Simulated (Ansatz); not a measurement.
```
AlN
1.0
    3.13026     0.00000     0.00000
   -1.56513     2.71089     0.00000
    0.00000     0.00000     5.01811
Al N
2 2
Cartesian
  1.56513   0.90363   0.01691
  0.00000   1.80726   2.52596
  1.56513   0.90363   3.12041
  0.00000   1.80726   0.61136
```

Give the diagonal Born effective charges atom by atom and the electronic dielectric tensor from linear response, PBE in Ansatz (an electronic-structure program).


```tsv
atom	Z*xx	Z*yy	Z*zz
Al1	2.53	2.53	2.69
Al2	2.53	2.53	2.69
N3	-2.53	-2.53	-2.69
N4	-2.53	-2.53	-2.69
```

ε∞ diagonal: 4.48, 4.48, 4.70.
